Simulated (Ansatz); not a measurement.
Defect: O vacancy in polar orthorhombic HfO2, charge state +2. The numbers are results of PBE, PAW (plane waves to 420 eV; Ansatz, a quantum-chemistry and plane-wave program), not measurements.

96-site cell at the relaxed PBE lattice, the Γ point alone, smearing 0.01 eV, spin-restricted, no finite-size correction. No zero-point or tunnelling terms. Spin-orbit coupling is left out. The host's phase is taken as given; its stability against other phases was not computed. The charge state is imposed; whether it is stable for some Fermi level was not computed. Forms of the defect that were not tried may lie lower.

Barriers: single points on a 2×2×2 k-point mesh shifted by half a step at the bands' geometries.

Relaxed starting cell (atoms counted from 1):

```
CELL_PARAMETERS angstrom
     10.58774     0.00000     0.00000
      0.00000    10.13816     0.00000
      0.00000     0.00000    10.20243
ATOMIC_POSITIONS crystal
  Hf 0.24774 0.36000 0.13885
  Hf 0.26385 0.36624 0.62940
  Hf 0.26754 0.86708 0.13011
  Hf 0.26432 0.86586 0.63170
  Hf 0.76459 0.36834 0.12827
  Hf 0.76735 0.36749 0.62778
  Hf 0.77164 0.87057 0.12759
  Hf 0.76597 0.86651 0.63000
  Hf 0.48353 0.36760 0.37789
  Hf 0.49007 0.35650 0.86120
  Hf 0.48308 0.87194 0.38516
  Hf 0.48423 0.86854 0.87795
  Hf 0.98137 0.36670 0.38106
  Hf 0.98213 0.36738 0.87965
  Hf 0.98362 0.86640 0.38142
  Hf 0.98495 0.86377 0.87743
  Hf 0.23239 0.12945 0.38351
  Hf 0.23233 0.13308 0.88313
  Hf 0.23558 0.63373 0.37887
  Hf 0.23602 0.63139 0.87783
  Hf 0.73383 0.13424 0.37771
  Hf 0.73474 0.13110 0.87976
  Hf 0.73561 0.63197 0.38281
  Hf 0.73223 0.63286 0.87849
  Hf 0.01166 0.12996 0.13214
  Hf 0.01580 0.13242 0.63177
  Hf 0.01819 0.63412 0.12935
  Hf 0.01655 0.63285 0.62939
  Hf 0.51592 0.13515 0.13082
  Hf 0.51786 0.13138 0.62445
  Hf 0.52687 0.65466 0.14002
  Hf 0.51449 0.63289 0.62865
  O  0.43072 0.46653 0.55380
  O  0.43131 0.97031 0.05451
  O  0.43003 0.96660 0.55900
  O  0.92853 0.46986 0.05637
  O  0.93091 0.46777 0.55569
  O  0.93513 0.96453 0.05531
  O  0.93271 0.96546 0.55978
  O  0.32680 0.47467 0.28833
  O  0.32380 0.46636 0.80755
  O  0.31616 0.96674 0.30852
  O  0.31614 0.96535 0.81167
  O  0.81751 0.46766 0.30557
  O  0.81638 0.46611 0.80729
  O  0.81799 0.96716 0.30635
  O  0.81839 0.96511 0.80870
  O  0.06584 0.03215 0.30890
  O  0.06937 0.03400 0.81082
  O  0.07280 0.52762 0.30174
  O  0.07016 0.53198 0.80582
  O  0.56570 0.03660 0.30733
  O  0.56861 0.03288 0.80486
  O  0.56896 0.53594 0.30589
  O  0.56676 0.53164 0.80542
  O  0.18648 0.03888 0.06303
  O  0.18215 0.03308 0.55971
  O  0.19030 0.52977 0.05326
  O  0.18225 0.53131 0.55320
  O  0.68393 0.03762 0.05982
  O  0.68196 0.03199 0.55435
  O  0.66053 0.52763 0.05374
  O  0.68151 0.53321 0.55684
  O  0.12962 0.26468 0.26053
  O  0.13675 0.26873 0.75858
  O  0.13824 0.76648 0.25429
  O  0.13437 0.76746 0.75424
  O  0.63298 0.27092 0.25192
  O  0.63536 0.26628 0.75007
  O  0.63829 0.77223 0.25490
  O  0.63507 0.76666 0.75500
  O  0.10720 0.26612 0.00879
  O  0.11271 0.26849 0.50787
  O  0.11918 0.76864 0.00437
  O  0.11453 0.76694 0.50401
  O  0.60927 0.26973 0.00078
  O  0.61462 0.26899 0.50163
  O  0.62095 0.77657 0.00582
  O  0.61356 0.76810 0.50466
  O  0.36467 0.26508 0.00425
  O  0.36351 0.23344 0.50273
  O  0.37350 0.72106 0.00940
  O  0.36320 0.73153 0.50650
  O  0.86059 0.23273 0.00507
  O  0.86378 0.23094 0.50451
  O  0.86594 0.72886 0.00423
  O  0.86408 0.73191 0.50514
  O  0.38074 0.23181 0.25289
  O  0.38560 0.22504 0.75158
  O  0.38813 0.73852 0.25868
  O  0.38516 0.73253 0.75581
  O  0.88240 0.23262 0.25416
  O  0.88521 0.23161 0.75501
  O  0.88836 0.73133 0.25412
  O  0.88490 0.72955 0.75412
```
Cell charge +2.

End state 1 differs by these moves (Å; atoms that move under 0.08 Å are left out):

| atom | element | Δx | Δy | Δz |
|---|---|---|---|---|
| 1 | Hf | 0.19 | 0.08 | -0.11 |
| 2 | Hf | -0.05 | -0.10 | -0.18 |
| 7 | Hf | -0.06 | -0.04 | 0.04 |
| 10 | Hf | 0.13 | 0.04 | 0.28 |
| 16 | Hf | -0.07 | 0.07 | 0.00 |
| 17 | Hf | -0.01 | 0.02 | -0.09 |
| 20 | Hf | -0.14 | 0.24 | 0.13 |
| 30 | Hf | -0.01 | 0.02 | 0.09 |
| 31 | Hf | -0.14 | -0.21 | -0.11 |
| 40 | O | -0.08 | -0.08 | 0.16 |
| 41 | O | 1.05 | 0.09 | 2.36 |
| 43 | O | 0.02 | 0.05 | -0.07 |
| 50 | O | -0.05 | 0.06 | 0.05 |
| 51 | O | 0.20 | -0.04 | -0.02 |
| 53 | O | -0.06 | 0.06 | 0.09 |
| 55 | O | -0.08 | -0.02 | -0.02 |
| 58 | O | -0.10 | 0.06 | 0.03 |
| 62 | O | 0.17 | 0.00 | -0.02 |
| 64 | O | 0.06 | 0.05 | -0.09 |
| 65 | O | 0.04 | 0.01 | -0.08 |
| 67 | O | -0.06 | 0.09 | 0.02 |
| 69 | O | 0.07 | 0.00 | 0.09 |
| 72 | O | 0.10 | 0.05 | -0.07 |
| 73 | O | 0.02 | -0.02 | -0.08 |
| 74 | O | -0.08 | 0.04 | 0.01 |
| 76 | O | 0.11 | -0.05 | 0.10 |
| 78 | O | -0.10 | -0.10 | -0.01 |
| 80 | O | 0.04 | -0.34 | -0.01 |
| 81 | O | 0.01 | -0.08 | -0.01 |
| 82 | O | -0.13 | 0.18 | -0.01 |
| 89 | O | -0.01 | 0.41 | 0.03 |
| 91 | O | -0.10 | -0.11 | 0.04 |

**Question.** Give the forward and backward barriers to end state 1 at the level PBE, PAW.

**Answer.** forward 0.50 eV, backward 0.50 eV; at the saddle point atom 41 has neighbours 2 Hf at 2.02; O at 2.57 Å. The saddle point's order was not checked.

End state 2 differs by these moves (Å; atoms that move under 0.08 Å are left out):

```
atom  element     Δx     Δy     Δz
----  -------  -----  -----  -----
1          Hf   0.03   0.28   0.14
7          Hf  -0.04  -0.07   0.05
10         Hf  -0.01   0.20   0.16
11         Hf   0.00  -0.10  -0.04
18         Hf  -0.11  -0.09  -0.10
21         Hf   0.04  -0.03   0.08
29         Hf   0.10  -0.15   0.13
30         Hf  -0.02   0.00   0.10
31         Hf  -0.12  -0.27  -0.12
33          O   0.05  -0.04   0.07
40          O  -0.08  -0.07   0.32
50          O   0.05  -0.03  -0.06
52          O   0.06  -0.07   0.08
58          O  -0.08   0.14   0.02
60          O   0.03  -0.08   0.00
61          O   0.00   0.04   0.09
62          O   0.16  -0.04  -0.03
68          O   0.07  -0.07   0.06
69          O   0.00   0.05   0.07
70          O  -0.05  -0.09  -0.02
72          O   0.21   0.05  -0.03
76          O  -0.15  -0.15   0.04
78          O  -0.07  -0.12   0.00
80          O   0.60   1.88   0.53
82          O  -0.08   0.10  -0.04
88          O   0.03   0.03  -0.18
89          O  -0.02   0.03   0.28
90          O  -0.04  -0.10  -0.05
```

**Question.** Give the forward and backward barriers to end state 2 at the level PBE, PAW.

**Answer.** forward 0.53 eV, backward 0.38 eV; at the saddle point atom 80 has neighbours Hf at 1.98, Hf at 1.99; O at 2.56 Å. The saddle point's order was not checked.

End state 3 differs by these moves (Å; atoms that move under 0.08 Å are left out):

| atom | element | Δx | Δy | Δz |
|---|---|---|---|---|
| 1 | Hf | 0.22 | 0.05 | -0.10 |
| 5 | Hf | 0.13 | -0.24 | 0.12 |
| 7 | Hf | -0.06 | -0.06 | 0.03 |
| 10 | Hf | -0.04 | 0.12 | 0.17 |
| 21 | Hf | -0.01 | -0.07 | 0.08 |
| 24 | Hf | 0.09 | 0.10 | -0.18 |
| 25 | Hf | 0.11 | -0.01 | -0.05 |
| 30 | Hf | -0.04 | 0.02 | 0.07 |
| 31 | Hf | -0.31 | -0.16 | -0.01 |
| 34 | O | 0.06 | -0.10 | 0.09 |
| 36 | O | -0.19 | 0.02 | -0.03 |
| 40 | O | -0.04 | -0.03 | 0.14 |
| 54 | O | 0.09 | -0.11 | -0.18 |
| 55 | O | 0.08 | 0.01 | 0.02 |
| 56 | O | -0.01 | -0.04 | -0.08 |
| 58 | O | -0.12 | 0.00 | 0.03 |
| 60 | O | -0.03 | -0.09 | -0.05 |
| 62 | O | -2.33 | -0.59 | -0.01 |
| 64 | O | 0.09 | 0.03 | -0.07 |
| 68 | O | 0.06 | -0.10 | 0.07 |
| 70 | O | -0.08 | -0.05 | -0.02 |
| 71 | O | 0.01 | 0.08 | -0.04 |
| 72 | O | 0.09 | 0.04 | -0.05 |
| 74 | O | -0.09 | -0.02 | 0.01 |
| 76 | O | 0.15 | 0.09 | 0.09 |
| 78 | O | -0.06 | -0.43 | -0.02 |
| 80 | O | 0.05 | -0.35 | 0.00 |
| 82 | O | -0.17 | 0.12 | -0.01 |
| 84 | O | 0.11 | -0.10 | 0.01 |
| 88 | O | 0.08 | 0.01 | 0.01 |
| 90 | O | -0.09 | -0.04 | 0.02 |
| 92 | O | 0.06 | -0.06 | 0.01 |

**Question.** Predict the forward and backward barriers to end state 3 from PBE, PAW.

**Answer.** forward 0.59 eV, backward 0.59 eV; at the saddle point atom 62 has neighbours Hf at 1.98, Hf at 2.11; O at 2.47 Å. The saddle point's order was not checked.

End state 4 differs by these moves (Å; atoms that move under 0.08 Å are left out):

| atom | element | Δx | Δy | Δz |
|---|---|---|---|---|
| 1 | Hf | 0.19 | 0.06 | -0.12 |
| 3 | Hf | -0.18 | 0.21 | 0.21 |
| 10 | Hf | -0.06 | 0.09 | 0.16 |
| 11 | Hf | 0.04 | -0.09 | -0.07 |
| 12 | Hf | 0.05 | 0.08 | -0.02 |
| 17 | Hf | -0.01 | 0.09 | -0.03 |
| 18 | Hf | 0.02 | 0.03 | -0.08 |
| 20 | Hf | -0.16 | -0.07 | -0.06 |
| 25 | Hf | 0.04 | 0.07 | -0.06 |
| 31 | Hf | -0.02 | -0.35 | 0.02 |
| 34 | O | -0.11 | -0.20 | 0.01 |
| 36 | O | 0.07 | -0.04 | 0.02 |
| 40 | O | -0.07 | -0.08 | 0.16 |
| 41 | O | -0.08 | -0.03 | -0.02 |
| 42 | O | 0.03 | 0.01 | 0.10 |
| 43 | O | 0.03 | 0.04 | -0.08 |
| 48 | O | 0.12 | -0.08 | -0.15 |
| 52 | O | 0.02 | -0.08 | -0.04 |
| 54 | O | 0.02 | -0.07 | 0.08 |
| 56 | O | -0.05 | 0.04 | -0.09 |
| 58 | O | -0.04 | 0.08 | 0.01 |
| 60 | O | -0.09 | -0.14 | -0.10 |
| 62 | O | 0.27 | 0.02 | 0.05 |
| 64 | O | 0.05 | 0.05 | -0.08 |
| 70 | O | 0.02 | -0.08 | 0.02 |
| 72 | O | 0.09 | 0.08 | -0.06 |
| 74 | O | 0.08 | 0.03 | 0.00 |
| 78 | O | -0.28 | -0.22 | -0.03 |
| 80 | O | 0.02 | -0.35 | -0.01 |
| 82 | O | 0.59 | -2.50 | 0.42 |
| 90 | O | -0.05 | -0.03 | -0.25 |
| 91 | O | -0.02 | -0.05 | 0.23 |

**Question.** What forward and backward barriers to end state 4 does PBE, PAW give?

**Answer.** forward 0.82 eV, backward 0.66 eV; at the saddle point atom 82 has neighbours Hf at 1.96, Hf at 2.12; O at 2.55 Å. The saddle point's order was not checked.
